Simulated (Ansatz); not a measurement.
Cubic perovskite CsCdCl3 was calculated with r²SCAN+rVV10 (Ansatz, a quantum-chemistry and plane-wave program, plane waves, PAW).

Numerical settings: plane-wave cutoff 560 eV, 8×8×8 k mesh, Fermi–Dirac smearing 0.01 eV, scalar-relativistic PAW data made under PBE.

Results at a series of volumes:

```csv
V (Å³/atom),E − E_lowest (meV/atom),P (GPa)
26.705,13.84,2.766
27.273,5.90,1.733
27.841,1.42,0.815
28.410,0.00,-0.001
28.978,1.32,-0.727
29.546,5.06,-1.372
30.114,10.96,-1.944
```

Q: What bulk modulus B0 and pressure derivative B′ does a third-order Birch–Murnaghan fit give?

A: V0 = 28.409 Å³/atom, B0 = 38.5 GPa, B′ = 4.9 (fit to the energies at full precision).

Spin–orbit coupling is not included.
